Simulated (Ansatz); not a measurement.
CsSnBr₃ (Pm-3m, No. 221, 5 atoms in the cell; start mp-27214) was calculated with PBEsol in Ansatz (plane waves, PAW).

Run with plane-wave cutoff 520 eV, 6×6×6 k mesh, Fermi–Dirac smearing 0.01 eV, scalar-relativistic PAW data made under PBE.

Cell (relaxed at this level):

```cif
data_Br3CsSn
_chemical_formula_sum 'Cs1 Sn1 Br3'
_space_group_name_H-M_alt 'P 1'
_space_group_IT_number 1
_cell_length_a 5.76535
_cell_length_b 5.76535
_cell_length_c 5.76535
_cell_angle_alpha 90.000
_cell_angle_beta 90.000
_cell_angle_gamma 90.000
loop_
_space_group_symop_operation_xyz
  'x, y, z'
loop_
_atom_site_label
_atom_site_type_symbol
_atom_site_fract_x
_atom_site_fract_y
_atom_site_fract_z
_atom_site_occupancy
Cs1 Cs 0.00000 0.00000 0.00000 1
Sn1 Sn 0.50000 0.50000 0.50000 1
Br1 Br 0.50000 0.00000 0.50000 1
Br2 Br 0.00000 0.50000 0.50000 1
Br3 Br 0.50000 0.50000 0.00000 1
```

Problem. Predict the band gap and direct gap at Γ.

Solution. 
- band gap: 0.22 eV
- direct gap at Γ: 5.04 eV

Spin–orbit coupling is not included; it can close the smallest gap of 0.22 eV.

The computed numbers hold no vibrational or temperature effects.

A start named mp-… is a Materials Project structure, which need not be a measured phase.

Ansatz is a program for electronic structure.
